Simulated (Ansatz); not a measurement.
**SiC (model structure, started from the CsCl type, Pm-3m, No. 221, 2 atoms in the cell): bulk modulus by level of theory**

No measured value is used here.

```json
[
 {"level (code)": "LDA (Ansatz)", "value (GPa)": "191", "cell (Å³/atom)": "8.83"},
 {"level (code)": "PBEsol (Ansatz)", "value (GPa)": "186", "cell (Å³/atom)": "8.99"},
 {"level (code)": "r²SCAN (Ansatz)", "value (GPa)": "186", "cell (Å³/atom)": "8.99"}
]
```

LDA, PBEsol, r²SCAN: the bulk modulus is −V dP/dV from two relaxed cells at ±2 % in volume. Each level is taken at its own relaxed cell. Cutoffs differ between the levels. Ansatz's density-functional and Hartree–Fock values are scalar-relativistic unless marked +SOC, with PAW data made under PBE.

A model structure was made by putting elements into a prototype or built by hand; it is no filed structure, need not be a known phase, and can be a saddle point held by its symmetry.

Ansatz is a quantum-chemistry and plane-wave program.
